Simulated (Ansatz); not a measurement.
# CsOH (space group Cmc2_1, No. 36; a cell from a computed database, its experimental status unchecked)

```cif
data_H4Cs4O4
_chemical_formula_sum 'Cs4 H4 O4'
_space_group_name_H-M_alt 'Cmc21'
_space_group_IT_number 36
_space_group_name_Hall 'C 2c -2'
_cell_length_a 4.33294
_cell_length_b 11.42178
_cell_length_c 4.49684
_cell_angle_alpha 90.000
_cell_angle_beta 90.000
_cell_angle_gamma 90.000
loop_
_atom_site_label
_atom_site_type_symbol
_atom_site_symmetry_multiplicity
_atom_site_Wyckoff_symbol
_atom_site_fract_x
_atom_site_fract_y
_atom_site_fract_z
_atom_site_occupancy
Cs1 Cs 4 a 0.00000 0.13830 0.73387 1
H1 H 4 a 0.00000 0.53483 0.11050 1
O1 O 4 a 0.00000 0.59404 0.26534 1
```
(The calculation used a cell of 6 atoms; values per cell refer to that cell.)

Method: r2SCAN, PAW, 500 eV (Ansatz, an electronic-structure program; no SOC). k-mesh 8×8×7 (Γ-centred); smearing 0.05 eV (Fermi–Dirac).

| Quantity | Result |
|---|---|
| Volume per atom | 18.55 Å³ |
| Density | 4.47 g/cm³ |
| Band gap | 4.53 eV, indirect, Γ → Y |
| Electron mass | 0.51 mₑ along a, 1.2 mₑ along b, 0.56 mₑ along c |
| Total energy | -2090.689 eV/atom (σ→0; compares only within this code and set-up) |

Effective masses come from finite differences of ±0.01 Å⁻¹. Whether these cells are dynamically stable was not tested.
